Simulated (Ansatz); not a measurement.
Ansatz (a first-principles code) run on CdH2O2 (P-3m1, 5 atoms in the cell): relaxation of cell and atoms.

Method: PBEsol, PAW files made with PBE (plane waves; Ansatz).

```xyz
5
Lattice="3.4825 0.0000 0.0000 -1.7412 3.0159 0.0000 0.0000 0.0000 4.5993" Properties=species:S:1:pos:R:3 pbc="T T T"
Cd     0.0000     0.0000     0.0000
H      1.7412     1.0053     2.5341
H      0.0000     2.0106     2.0653
O      1.7412     1.0053     3.4926
O      0.0000     2.0106     1.1067
```

Reference input (self-consistent single point, DFT, PBEsol, plane waves, PAW files made with PBE): kpoints.mp_grid.grid = 9 9 6; hamiltonian.xc = pbesol; hamiltonian.pseudopotentials = {kind: paw} (an earlier, softer set of the program's PAW files); scf.occupations.method = fixed. This run's input differs from it in these lines:

```diff
@@ -22,2 +22,4 @@
     method: fixed
+relax:
+  cell: {}
 output:
```

Output (repeated stretches shortened):

```
   [... SCF lines of the steps left out ...]
relax step   1: F+E_penalty+E_count = -9337.33273195 eV  Δ(F+E_penalty+E_count) = +0.000e0 eV  max|allowed force component| = 9.429e-1 eV/Å  Δτ_max = 0.0000 Å  P = +2.855 GPa  Ω = 48.306 Å³  (8 SCF iters, dr2 threshold 1.00e-7 eV, accepted)
relax step   2: F+E_penalty+E_count = -9337.34896886 eV  Δ(F+E_penalty+E_count) = -1.624e-2 eV  max|allowed force component| = 2.667e-1 eV/Å  Δτ_max = 0.0134 Å  P = +0.451 GPa  Ω = 49.065 Å³  energy of the carried Pulay correction = -2.053e-3 eV  (6 [...]
   [... lines left out ...]
relax step   6: F+E_penalty+E_count = -9337.35320852 eV  Δ(F+E_penalty+E_count) = -3.258e-5 eV  max|allowed force component| = 6.730e-4 eV/Å  Δτ_max = 0.0016 Å  P = +0.005 GPa  Ω = 48.765 Å³  energy of the carried Pulay correction = -1.139e-6 eV  (5 [...]
relax step   7: F+E_penalty+E_count = -9337.35321747 eV  Δ(F+E_penalty+E_count) = -8.951e-6 eV  max|allowed force component| = 7.040e-4 eV/Å  Δτ_max = 0.0000 Å  P = +0.005 GPa  Ω = 48.765 Å³  stress off target by 3.21e-2 GPa  SCF on the basis [...]
basis re-selected at this cell: Δ(F+E_penalty+E_count) = -8.951e-6 eV, ΔP = +0.001 GPa vs the last step
the relaxation is at rest under the 12 symmetry operations that the run kept from its start: a minimum is not shown …
Stability not checked: this state was not tested for a lower state beside it, because too few of the mixer's solves of this state at the end of the SCF gave a …
Free energy (F): -9337.353217 eV
Internal energy: -9337.353217 eV  (E = F + TS)
   [... lines left out ...]
Fermi energy:    6.263275 eV
  cell:  # Å, volume = 48.7655 Å³
   [... lines left out ...]
    - { symbol: H, position: [0.6666666666666666, 0.33333333333333326, 0.5468258366289642] }
    - { symbol: H, position: [0.33333333333333326, 0.6666666666666665, 0.4531741633710357] }
    - { symbol: O, position: [0.6666666666666666, 0.33333333333333326, 0.760456446358031] }
    - { symbol: O, position: [0.33333333333333326, 0.6666666666666665, 0.23954355364196883] }
```

The run converged. 

Summary of the result:
```
Item                                                                                                   Result
------------------------------------------------  -----------------------------------------------------------
Free energy E − TS (on the zero of these files)                                                 -9337.3532 eV
Top of the valence band (on the code's own zero)                                                      6.26 eV
Gap on the k-point mesh                                                                               1.60 eV
Pressure                                                                                             0.01 GPa
Final cell                                        a = b = 3.5067 Å, c = 4.5793 Å, α = β = 90.00°, γ = 120.00°
Final volume per atom                                                                                 9.75 Å³
Relaxation steps                                                                                            7
```

The starting cell comes from a database of computed structures (which also holds hypothetical and non-ambient phases and stackings), without a prior relaxation at this level. Its lattice was rescaled by a random factor within 2.5 % of one. The relaxation keeps the symmetry of its start, so its end need not be a minimum. Ansatz's pressure includes its estimate of the finite-basis (Pulay) stress.

Cost on one core of a shared machine: roughly 50 s.

Keys are those of Ansatz 0.2.
